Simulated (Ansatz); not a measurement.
The cell is built on a prototype and need not be the phase stable at ambient conditions.

By PBEsol, the system below comes out a metal.

Without scattering a metal conducts by its projected Fermi surface.

Given:

```xyz
2
Lattice="3.9212 0.0000 0.0000 -1.9606 3.3959 0.0000 1.9606 1.1320 1.6008" Properties=species:S:1:pos:R:3 pbc="T T T"
Ta     0.0000     0.0000     0.0000
C      0.0000     2.2639     0.8004
```

Space group of this cell: Pm-3m, CsCl type. The cell was relaxed by PBE-D3(BJ); by PBEsol its mean pressure is -1.3 GPa.

The current flows along the normal of the first two printed cell vectors. No spin-orbit coupling; the value is a mean over 0.1 eV about the Fermi level.

Problem. State the ballistic conductance per area according to PBEsol run with Ansatz (a quantum-chemistry and plane-wave program).

Solution. 1.2 × 10¹⁵ S/m² for both spins.
